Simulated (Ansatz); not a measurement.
An Ansatz (a program for electronic structure) run: Pd with a change (biaxial strain −1.00 %, plane normal [001], relaxed out of plane); PBEsol, PAW, 420 eV (Ansatz; spin-orbit coupling left out).

Input:

Ansatz 0.2 input:
```yaml
crystal:
  lattice:
    - [2.7145301323, 0, 0]
    - [0, 2.7145301323, 0]
    - [1.3572650661, -1.3572650661, 1.9485454319]
  atoms:
    - { symbol: Pd, position: [0, 0, 0] }
basis: { ecutwfc: 420, ecutrho_ratio: 4, xc_grid: 2, fft_grid_basis: typed }
kpoints: { mp_grid: { grid: [29, 29, 29] } }
hamiltonian:
  xc: pbesol
  dispersion: none
  pseudopotentials: { kind: paw }
scf: { occupations: { method: fermi_dirac, width: 0.1 } }
relax: { f_tol: 0.005, max_steps: 50, cell: { stress_tol: 0.01, fix: [a, b, gamma] } }
output: { forces: true, stress: true }
checkpoint: { write: state.ck, write_every: 1000 }
```

Output (explanatory and most iteration lines left out):

```
Relaxation: its limit of steps is 50 (relax.max_steps)
Pseudopotential: Pd, paw, valence charge 18
Crystal: 1 atoms, lattice volume = 14.358 Å³
Basis set: ecut = 420 eV, 283 PW (Γ), exchange–correlation on 40×40×40 points (8 copies of the dense FFT grid, shifted against one another)
Bands: 13, of which v1, the nominal top of the filled ones, is band 9 counted from 1 (8 counted from 0)
Symmetry: 16 space group operations
Space group: I4/mmm (ITA 139), of the structure as read, at distance tolerance 2.4e-5 Å
k-points: 1800 of 24389
Functional: x = pbesol(κ = 0.804, μ = 0.12345679012345678), c = pbesol(β = 0.046)
SCF iter   1: F=—  HF=-6906.681913 eV  |F-HF|=—  |Δ(HF+E_count)|=         —  Δρ=9.49e-3  dr2=1.10e-2  ethr=1.77e-3  ⟨swp⟩=5.0  Hψ=136315  notcnv=0
SCF iter   2: F=—  HF=-6906.678978 eV  |F-HF|=—  |Δ(HF+E_count)|=   2.94e-3  Δρ=2.41e-3  dr2=6.03e-4  ethr=6.09e-5  ⟨swp⟩=1.1  Hψ=38194  notcnv=0
SCF 1 converged in 6 iterations: F = -6906.678836 eV  dr2 = 2.25e-10
relax step   1: F+E_penalty+E_count = -6906.67883573 eV  Δ(F+E_penalty+E_count) = +0.000e0 eV  max|allowed force component| = 0.000e0 eV/Å  Δτ_max = 0.0000 Å  P = +3.203 GPa  Ω = 14.358 Å³  fix = [a, b, gamma]  reactions: a +3.574, b +3.574 GPa  (6 SCF iters, dr2 threshold 1.00e-7 eV, accepted)
[... steps on the carried basis left out ...]
relax step   5: F+E_penalty+E_count = -6906.67987349 eV  Δ(F+E_penalty+E_count) = -2.399e-7 eV  max|allowed force component| = 0.000e0 eV/Å  Δτ_max = 0.0000 Å  P = +1.200 GPa  Ω = 14.495 Å³  energy of the carried Pulay correction = +2.105e-7 eV  fix = [a, b, gamma]  reactions: a +1.801, b +1.801 GPa  (3 SCF iters, dr2 threshold 4.11e-10 eV, accepted)
Crystal: 1 atoms, lattice volume = 14.495 Å³
SCF iter   1: F=—  HF=-6906.679873 eV  |F-HF|=—  |Δ(HF+E_count)|=         —  Δρ=1.78e-6  dr2=2.45e-10  ethr=6.98e-9  ⟨swp⟩=2.9  Hψ=194975  notcnv=0
SCF iter   2: F=—  HF=-6906.679873 eV  |F-HF|=—  |Δ(HF+E_count)|=   4.06e-8  Δρ=8.79e-7  dr2=3.97e-11  ethr=1.36e-12  ⟨swp⟩=2.2  Hψ=40300  notcnv=0
SCF 6 converged in 5 iterations: F = -6906.679873 eV  dr2 = 6.54e-14
SCF converged after 5 iterations
Free energy (F): -6906.679873 eV
Internal energy: -6906.618227 eV  (E = F + TS)
E sigma→0 (E₀):  -6906.649050 eV
Entropy (-TS):   -0.061647 eV (-61.647 meV/atom)
Fermi energy:    20.154019 eV
--- Forces (eV/Å), atoms counted from 1 ---
  atom   1  Pd     0.00000000     0.00000000     0.00000000
--- Stress (GPa, compression-positive) ---
        1.800428      -0.000000       0.000000
       -0.000000       1.800428      -0.000000
        0.000000      -0.000000       0.000004
  P = ⅓ Tr σ = 1.2003 GPa (12.003 kbar)
--- Relaxed structure (4 steps of the walk, 4 accepted, 2 SCFs on fresh bases) ---
  cell:  # Å, volume = 14.4948 Å³
    - [2.7145301323, 2.234289203581485e-22, 3.4827655509386094e-11]
    - [2.234311355513659e-22, 2.7145301323, -3.4827657256314284e-11]
    - [1.3572650661247623, -1.3572650661247623, 1.9670828996319771]
  atoms:
    - { symbol: Pd, position: [0.0, 0.0, 0.0] }
```

Stability against distortions was not tested. All final runs are without spin polarisation. The cell was made from Pd in the fcc (Cu type) structure (space group Fm-3m, No. 225) by this change: biaxial strain −1.00 %, plane normal [001], relaxed out of plane.
